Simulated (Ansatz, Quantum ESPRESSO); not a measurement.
## One structure in several programs: Rb (Im-3m, 1 atom in the cell)

Self-consistent single point.

```
Rb
1.0
   -2.82500     2.82500     2.82500
    2.82500    -2.82500     2.82500
    2.82500     2.82500    -2.82500
Rb
1
Direct
  0.00000   0.00000   0.00000
```

Shared settings, as Ansatz (a first-principles code) writes them: kpoints.mp_grid.grid = 11 11 11; magnetization.spin_orbit = true; scf.occupations.method = fermi_dirac; scf.occupations.width = 0.05 eV. Potentials and cutoffs stand in the table.

| code | model | pressure (GPa) | cutoff |
|---|---|---|---|
| Ansatz | PBE with spin-orbit coupling, default PAW files | 0.02 | default |
| Quantum ESPRESSO | PBE, spin-orbit coupling, PSlibrary fully relativistic PAW (PBE) pseudopotentials | 0.02 | 40 Ry |

The spread over the programs that give each value: pressure within 0.00 GPa.

Ansatz's pressure is given at a fixed set of plane waves, as the other plane-wave codes print theirs.

The starting cell has typed, rounded lattice constants, without a prior relaxation at this level.

Left out of this page: ABINIT (failed or unconverged); Elk, FLEUR and SIESTA (not drawn, or without a comparable value).

Keys are those of Ansatz 0.2.
